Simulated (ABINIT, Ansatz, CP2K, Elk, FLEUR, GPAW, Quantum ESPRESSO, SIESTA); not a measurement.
**One structure in several programs: InAu3 (P1, 8 atoms in the cell)**

Self-consistent single point, at a second geometry (atoms moved at random). First geometry:

```
InAu3
1.0
    4.83733     0.00000     0.00000
    0.00000     5.77876     0.00000
    0.00000     0.00000     5.27183
In Au
2 6
Direct
  0.50000   0.50000   0.33547
  0.00000   0.00000   0.66453
  0.00000   0.50000   0.66268
  0.50000   0.00000   0.33732
  0.00000   0.74853   0.16322
  0.00000   0.25147   0.16322
  0.50000   0.75147   0.83678
  0.50000   0.24853   0.83678
```

Second geometry:
```xyz
8
Lattice="4.8373 0.0000 0.0000 0.0000 5.7788 0.0000 0.0000 0.0000 5.2718" Properties=species:S:1:pos:R:3 pbc="T T T"
In     2.4070     2.8851     1.7720
In    -0.0265     0.0965     3.4650
Au    -0.0185     2.8451     3.4918
Au     2.4020     0.0146     1.7392
Au     0.0584     4.3473     0.9107
Au    -0.0492     1.3959     0.8658
Au     2.4476     4.3201     4.4503
Au     2.4538     1.4316     4.3925
```

Shared settings, as Ansatz (a first-principles code) writes them: kpoints.mp_grid.grid = 3 3 3; scf.occupations.method = fermi_dirac; scf.occupations.width = 0.1 eV. Potentials and cutoffs stand in the table.

```json
[
 {"code": "GPAW", "model": "PBEsol, GPAW PAW datasets PBEsol (made by gpaw-setup)", "ΔF from the first geometry (meV/atom)": "13.7", "pressure (GPa)": "-2.62", "largest force (eV/Å)": "0.824", "cutoff": "550 eV"},
 {"code": "Ansatz", "model": "PBEsol, PAW files made with PBE", "ΔF from the first geometry (meV/atom)": "12.8", "pressure (GPa)": "-3.58", "largest force (eV/Å)": "0.807", "cutoff": "default"},
 {"code": "Elk", "model": "PBEsol, all-electron FP-LAPW, Elk's shipped species files, default APW+lo basis", "ΔF from the first geometry (meV/atom)": "12.8", "pressure (GPa)": "–", "largest force (eV/Å)": "–", "cutoff": "rgkmax 7"},
 {"code": "ABINIT", "model": "PBEsol, norm-conserving pseudopotentials (PseudoDojo nc-sr-04 PBEsol standard)", "ΔF from the first geometry (meV/atom)": "12.9", "pressure (GPa)": "-3.60", "largest force (eV/Å)": "0.819", "cutoff": "38 Ha"},
 {"code": "SIESTA", "model": "GGA PBEsol, numerical atomic orbitals DZP, PseudoDojo PBEsol standard norm-conserving potentials (rewritten from UPF to PSML)", "ΔF from the first geometry (meV/atom)": "15.8", "pressure (GPa)": "-3.81", "largest force (eV/Å)": "0.977", "cutoff": "grid 300 Ry"},
 {"code": "CP2K", "model": "PBEsol, GPW, DZVP-MOLOPT-SR-GTH basis, GTH-PBE potentials (GTH_POTENTIALS)", "ΔF from the first geometry (meV/atom)": "16.1", "pressure (GPa)": "1.38", "largest force (eV/Å)": "0.945", "cutoff": "grid 500 Ry"},
 {"code": "FLEUR", "model": "PBEsol, all-electron FLAPW (FLEUR), scalar-relativistic valence", "ΔF from the first geometry (meV/atom)": "12.9", "pressure (GPa)": "–", "largest force (eV/Å)": "0.823", "cutoff": "Kmax 4 1/bohr"},
 {"code": "Quantum ESPRESSO", "model": "PBEsol, GBRV 1.5 ultrasoft (PBESOL) pseudopotentials", "ΔF from the first geometry (meV/atom)": "12.7", "pressure (GPa)": "-4.34", "largest force (eV/Å)": "0.795", "cutoff": "40 Ry"}
]
```

Size of the force on each atom (eV/Å): Sizes of forces hide their directions.

```csv
code,In1,In2,Au3,Au4,Au5,Au6,Au7,Au8
GPAW,0.058,0.824,0.672,0.224,0.462,0.538,0.185,0.400
Ansatz,0.059,0.807,0.652,0.172,0.418,0.494,0.165,0.371
ABINIT,0.060,0.819,0.661,0.161,0.418,0.493,0.161,0.372
SIESTA,0.063,0.977,0.812,0.148,0.568,0.627,0.160,0.488
CP2K,0.070,0.945,0.779,0.296,0.550,0.626,0.231,0.471
FLEUR,0.060,0.823,0.663,0.174,0.426,0.503,0.166,0.378
Quantum ESPRESSO,0.058,0.795,0.643,0.170,0.418,0.492,0.162,0.369
```

A dash marks a value that a program does not give, or that is left out as unsure.

On Ansatz's run: spin-orbit coupling is off.

The spread over the programs that give each value: ΔF from the first geometry within 3.4 meV/atom; pressure within 5.72 GPa; largest force within 0.182 eV/Å.

SIESTA and CP2K use small atom-centred bases, whose incompleteness enters pressures, forces and empty levels differently from a plane-wave cutoff. Elk and FLEUR treat all electrons, but the usual bases taken here (sphere radii, linearisation, local orbitals, empty states) were not tested for convergence, so the values are no reference for the others. Ansatz's pressure is given at a fixed set of plane waves, as the other plane-wave codes print theirs; with its correction for the finite basis it is -3.54 GPa. In the pressure, CP2K (by 4.97) lies more than 1 GPa from the median of the plane-wave programs. In the force vectors, SIESTA (by 0.184) and CP2K (by 0.136) lie more than 0.08 eV/Å from the median of the plane-wave programs.

The shared mesh is coarse (it stands for a supercell whose shortest vector is 15 Å), so the values are not converged in it.

The starting cell comes from a database of computed structures (which also holds hypothetical and non-ambient phases and stackings), without a prior relaxation at this level. For this run, on top of that: atoms moved at random.

Keys are those of Ansatz 0.2.
